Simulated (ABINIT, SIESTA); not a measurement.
An ABINIT input for a self-consistent single point of GaCuGeSe₄ (I-4, 7 atoms in the cell) (DFT, LDA (PW92), plane waves, PAW (JTH v2.0 LDA PAW)):

```
# GaCuGeSe4, JTH v2.0 LDA PAW
pp_dirpath "./"
pseudos "Ga.LDA_PW-JTH.xml, Cu.LDA_PW-JTH.xml, Ge.LDA_PW-JTH.xml, Se.LDA_PW-JTH.xml"
acell 6.6616349693 6.6616349693 6.6616349693 Angstrom
rprim
        -0.4132919340    0.4132919340    0.8114059123
         0.4132919340   -0.4132919340    0.8114059123
         0.4132919340    0.4132919340   -0.8114059123
natom 7
ntypat 4
znucl 31 29 32 34
typat 1 2 3 4 4 4 4
xred
         0.5000000000    0.5000000000    0.0000000000
         0.2500000000    0.7500000000    0.5000000000
         0.7500000000    0.2500000000    0.5000000000
         0.1140000000    0.1183200000    0.4714200000
         0.8816800000    0.3531000000    0.9956800000
         0.6469000000    0.6425800000    0.5285800000
         0.3574200000    0.8860000000    0.0043200000
ecut 60 Ry
pawecutdg 120 Ry
pawxcdev 0
occopt 1
nband 37
kptopt 1
ngkpt 3 3 3
nshiftk 1
shiftk 0 0 0
nstep 60
tolvrs 1.0e-11
prtwf 0
prtden 0
enunit 2
```

**Question.** Write the same calculation as an input for SIESTA.

**Answer.** This is the input that was run; spellings and numerical settings could be chosen otherwise.

```
# files in the folder: Ga.psml Cu.psml Ge.psml Se.psml (PseudoDojo LDA standard)
SystemName  GaCuGeSe4
SystemLabel siesta

NumberOfAtoms                7
NumberOfSpecies              4
%block ChemicalSpeciesLabel
  1 31 Ga
  2 29 Cu
  3 32 Ge
  4 34 Se
%endblock ChemicalSpeciesLabel
LatticeConstant              1.0 Ang
%block LatticeVectors
    -2.753200000    2.753200000    5.405290000
     2.753200000   -2.753200000    5.405290000
     2.753200000    2.753200000   -5.405290000
%endblock LatticeVectors
AtomicCoordinatesFormat      Fractional
%block AtomicCoordinatesAndAtomicSpecies
     0.500000000    0.500000000    0.000000000  1
     0.250000000    0.750000000    0.500000000  2
     0.750000000    0.250000000    0.500000000  3
     0.114000000    0.118320000    0.471420000  4
     0.881680000    0.353100000    0.995680000  4
     0.646900000    0.642580000    0.528580000  4
     0.357420000    0.886000000    0.004320000  4
%endblock AtomicCoordinatesAndAtomicSpecies

XC.functional                LDA
XC.authors                   PW92
PAO.BasisSize                DZP
PAO.EnergyShift              0.005 Ry
MeshCutoff                   400 Ry
%block kgrid.MonkhorstPack
    3   0   0  0.0
    0   3   0  0.0
    0   0   3  0.0
%endblock kgrid.MonkhorstPack
OccupationFunction           FD
ElectronicTemperature        10 K

MaxSCFIterations             150
SCF.Mixer.Method             Pulay
SCF.Mixer.Weight             0.25
SCF.Mixer.History            8
SCF.DM.Tolerance             1.0E-05
Diag.ParallelOverK           true
WriteForces                  true
Charge.Mulliken              end
```

Basis, cutoffs, solver keys and any potentials are the target program's own. This input uses DFT, LDA PW92, numerical atomic orbitals DZP, PseudoDojo LDA standard norm-conserving potentials (rewritten from UPF to PSML). LDA parametrisations can differ slightly between programs.

The starting cell comes from a database of computed structures (which also holds hypothetical and non-ambient phases and stackings), without a prior relaxation at this level.
